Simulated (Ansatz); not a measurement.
The starting structures come from a database of crystals and need not be the phases stable at ambient conditions.

 Where the default PAW files enter, the runs use the earlier of Ansatz's two default sets.

Crystal: ScAgSe₂ (P-3m1, not sure to be the ambient phase, 4 atoms a cell, 21.8 Å³ an atom); planes in its conventional cell.

All values below come from r2SCAN (plane waves, PAW; Ansatz, a first-principles code).

No gap correction and no spin-orbit coupling; mid-gap values are interpolated between computed energies.

| plane | area of the cell (Å²) | mid-gap κ (1/Å) | largest κ in the gap (1/Å) |
|---|---|---|---|
| (001) | 13.2 | 0.19 | 0.19 |
| (100) | 25.8 | [?] | [?] |

The slowest decay depends on the direction. Supply the withheld values.


- (100), mid-gap κ (1/Å): 0.13
- (100), largest κ in the gap (1/Å): 0.14
